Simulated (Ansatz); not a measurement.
## Hypothetical P4_2/mnm InP: uniaxial stress, 8 GPa compression along z

Start from InP (space group P4_2/mnm, No. 136; a = 7.175 Å, c = 4.163 Å; a hypothetical phase, not in the database extracts checked). Axes: x, y, z lie along a, b, c of the conventional cell.

Perturbation: uniaxial stress, 8 GPa compression along z; all other stress components relax to zero.

Computed with PBEsol/PAW in Ansatz (an electronic-structure program), spin-orbit coupling left out. k-mesh 5×5×8 (Γ-centred); smearing 0.05 eV (Fermi–Dirac).

| quantity | base | changed | shift |
|---|---|---|---|
| space group | P4_2/mnm (No. 136) | P4_2/mnm (No. 136) | – |
| shortest interatomic distance | 4.774 bohr | 4.696 bohr | -0.078 bohr |
| energy relative to the base (free energy F) | 0 meV/atom | +54 meV/atom | +54 meV/atom |
| band gap (an upper bound: an edge found on the path is not a true extremum; the base alone) | 0.71 eV | 0.33 eV | -0.38 eV |
| strain response (xx, yy, zz) | – | (+2.63, +2.63, −8.01) % | – |

Gaps are Kohn–Sham eigenvalue differences; semilocal functionals usually give less than the measured gap. Stability under load was not tested beyond the relaxation.
